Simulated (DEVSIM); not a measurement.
Structure: illuminated GaAs p-on-n cell, one wavelength, at 300 K.

Layer 1 from the left is GaAs, thickness (μm) 0.0660, Na (cm⁻³) 5.9e17, τn (s) 2.8e-10, τp (s) 2.5e-10, absorption coefficient (cm⁻¹) 5700. Layer 2 from the left is GaAs, thickness (μm) 0.650, Nd (cm⁻³) 1.4e15, τn (s) 5.2e-9, τp (s) 5.2e-9, absorption coefficient (cm⁻¹) 5700.

Left contact: ohmic, minority electron recombination velocity 300 cm/s. Right contact: ohmic, minority hole recombination velocity 50 cm/s. Voltage is applied to the left contact. Recombination: SRH at mid-gap, radiative, Auger. Light enters at the left, 2.2e17 photons cm⁻² s⁻¹, one pass, no reflection. Mobility is μmin + (μ − μmin)/(1 + (N/Nref)^α).

This is a model device: material constants are rounded textbook-type values typed into the input, and sizes, dopings and lifetimes were drawn at random. Values at 300 K.

GaAs: gap (eV) 1.424, affinity (eV) 4.07, permittivity 12.9, Nc (cm⁻³) 4.7e17, Nv (cm⁻³) 9e18, μn (cm²/Vs) 8500, μp (cm²/Vs) 400, μn,min 500, μp,min 20, Nref,n 6e16, Nref,p 1.5e17, αn 0.39, αp 0.38, B (cm³/s) 2e-10, Cn (cm⁶/s) 1e-30, Cp (cm⁶/s) 1e-30.

DEVSIM, 1D drift-diffusion, Boltzmann statistics, complete ionisation; no tunnelling, impact ionisation, image-force lowering or self-heating.

Task: What does the simulation give for the share of generated pairs collected at short circuit, the dark forward voltage at 1 A/cm²?

Result: share of generated pairs collected at short circuit 0.998; dark forward voltage at 1 A/cm² 1.039 V.
